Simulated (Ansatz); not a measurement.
Where the default PAW files enter, the runs use the earlier of Ansatz's two default sets.

Given:

```xyz
12
Lattice="5.1540 0.0000 0.0000 0.8739 5.2576 0.0000 0.0000 0.0000 5.2281" Properties=species:S:1:pos:R:3 pbc="T T T"
Zr     2.1148     4.1556     5.0077
Zr     3.9131     1.1020     0.2204
Zr     4.3500     3.7308     2.3937
Zr     1.6779     1.5268     2.8344
O      5.5347     4.4365     0.8694
O      0.4932     0.8211     4.3587
O      0.9301     3.4499     3.4834
O      5.0977     1.8077     1.7447
O      2.3344     0.1125     1.3458
O      3.6935     5.1451     3.8823
O      3.2565     2.5163     3.9599
O      2.7713     2.7413     1.2682
```

Space group of this cell: P2_1/c. The cell is taken as given.

These are r2SCAN (plane waves, PAW; Ansatz, an electronic-structure program) values and carry that method's errors.

The current runs along the normal of the first two printed vectors; no spin-orbit coupling. Scaled by the factor s: both lengths across the current (ions clamped). Meshes 6×6×6 and 6×6 across the current in all rows.

```json
[
 {"s": "0.98", "mean pressure (GPa)": "10.2", "band gap (eV)": "?"},
 {"s": "1.00", "mean pressure (GPa)": "-0.2", "band gap (eV)": "4.14"},
 {"s": "1.02", "mean pressure (GPa)": "-8.8", "band gap (eV)": "3.97"}
]
```

Question: Take the slope of the band gap against ln s from the two given rows, extrapolate to s = 0.98, and say what the run there gives.

Answer: Slope = (3.97 − 4.14) / ln 1.02 = -8.58 eV. The line gives 4.14 + (-8.58) × ln 0.98 = 4.31 eV. The run gives 4.31 eV, as the line does.
